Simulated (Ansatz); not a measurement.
**Response to strain in LiF**

Take LiF in the rock salt structure (space group Fm-3m, No. 225; a = 3.990 Å) as the base. Axes: x, y, z lie along the cube axes.

Strains are applied to the cell and any free atomic positions relax; under biaxial strain the out-of-plane vector relaxes too; under stress the whole cell relaxes.

Computed with r2SCAN in Ansatz (plane waves to 500 eV, PAW, no SOC).

| variant | volume per atom | band gap | space group |
|---|---|---|---|
| base | 7.94 Å³ | 10.33 eV | Fm-3m (No. 225) |
| biaxial strain +0.40 %, plane normal [001], relaxed out of plane | 7.98 Å³ | … | I4/mmm (No. 139) |
| biaxial strain +1.23 %, plane normal [001], relaxed out of plane | 8.07 Å³ | 10.15 eV | I4/mmm (No. 139) |
| biaxial strain +2.21 %, plane normal [001], relaxed out of plane | 8.18 Å³ | 10.01 eV | I4/mmm (No. 139) |
| biaxial strain −2.81 %, plane normal [110], relaxed out of plane | 7.61 Å³ | 10.60 eV | Immm (No. 71) |
| biaxial strain +0.58 %, plane normal [110], relaxed out of plane | 8.01 Å³ | 10.22 eV | Immm (No. 71) |
| isotropic strain +1.34 % | 8.26 Å³ | 9.95 eV | Fm-3m (No. 225) |
| uniaxial stress, 0.5 GPa compression along x | 7.92 Å³ | 10.34 eV | I4/mmm (No. 139) |
| uniaxial stress, 3 GPa tension along x | 8.07 Å³ | 10.12 eV | I4/mmm (No. 139) |
| uniaxial stress, 2 GPa compression along x | 7.88 Å³ | … | I4/mmm (No. 139) |

Problem. What belongs in the blanks?

Solution. 
- biaxial strain +0.40 %, plane normal [001], relaxed out of plane, band gap: 10.27 eV
- uniaxial stress, 2 GPa compression along x, band gap: 10.38 eV

A biaxial case was relaxed in a doubled cell and then solved in the primitive one. Stability under load was not tested beyond the relaxation.

Ansatz is a quantum-chemistry and plane-wave program.
